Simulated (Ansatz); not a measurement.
Consider Al₂O₃ in the corundum structure (space group R-3c, No. 167).

```
CELL_PARAMETERS angstrom
      2.36460     1.36520     4.29721
     -2.36460     1.36520     4.29721
      0.00000    -2.73040     4.29721
ATOMIC_POSITIONS crystal
  Al 0.64798 0.64798 0.64798
  Al 0.14798 0.14798 0.14798
  Al 0.35202 0.35202 0.35202
  Al 0.85202 0.85202 0.85202
  O  0.75000 0.44414 0.05586
  O  0.05586 0.75000 0.44414
  O  0.25000 0.55586 0.94414
  O  0.55586 0.94414 0.25000
  O  0.94414 0.25000 0.55586
  O  0.44414 0.05586 0.75000
```

Cartesian axes are those of the cell as printed.

The values are results of LDA in Ansatz (plane waves to 420 eV, PAW, no spin-orbit coupling), not measurements.

Strains are applied to the cell and any free atomic positions relax.

One change was made to it. Results:

The energy grows by 0.7 meV/atom; the band gap goes up by 0.03 eV, from 6.43 eV to 6.46 eV; the electron mass changes from 0.43 mₑ along c, 0.39 mₑ across (at Γ) to 0.44 mₑ along z, 0.39 mₑ across (at Γ); the width of the top valence band rises by 0.06 eV, from 0.66 eV to 0.72 eV; the valence-band top at Γ (three highest levels, from the VBM) goes from 0.00, -0.04, -0.04 eV to 0.00, -0.11, -0.11 eV.

Problem. What was done to the base?
A) uniaxial strain ε_zz = −1.50 %
B) uniaxial strain ε_zz = −3.00 %
C) uniaxial strain ε_zz = −2.25 %
D) uniaxial strain ε_zz = −0.75 %

Solution. D, uniaxial strain ε_zz = −0.75 %. For comparison, the energy relative to the base in the other runs: uniaxial strain ε_zz = −3.00 % gives +12 meV/atom; uniaxial strain ε_zz = −1.50 % gives +2.9 meV/atom; uniaxial strain ε_zz = −2.25 % gives +6.6 meV/atom.

Effective masses come from finite differences of ±0.01 Å⁻¹. Semilocal Kohn–Sham gaps tend to fall short of experiment. Whether these cells are dynamically stable was not tested.

Ansatz is an electronic-structure program.
